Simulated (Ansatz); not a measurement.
**BaZrO3 in the cubic perovskite structure (space group Pm-3m, No. 221)**

```
CELL_PARAMETERS angstrom
      4.20498     0.00000     0.00000
      0.00000     4.20498     0.00000
      0.00000     0.00000     4.20498
ATOMIC_POSITIONS crystal
  Ba 0.00000 0.00000 0.00000
  Zr 0.50000 0.50000 0.50000
  O  0.00000 0.50000 0.50000
  O  0.50000 0.50000 0.00000
  O  0.50000 0.00000 0.50000
```

All numbers come from Ansatz (a program for electronic structure) r2SCAN, spin-orbit coupling left out. Settings: 8×8×8 k-points, 0.05 eV Fermi–Dirac smearing.

| Item | Value |
|---|---|
| Volume per atom | 14.87 Å³ |
| Density | 6.18 g/cm³ |
| Band gap | 3.73 eV, indirect, R → Γ |
| Electron mass (degenerate bands, along [100]) | 0.36, 0.36, 2.8 mₑ |
| Lowest conduction-band minima above the VBM | Γ 3.73 eV |
| Total energy | -2375.085 eV/atom (σ→0; compares only within this code and set-up) |

Effective masses come from finite differences of ±0.01 Å⁻¹. Stability against distortions was not tested.
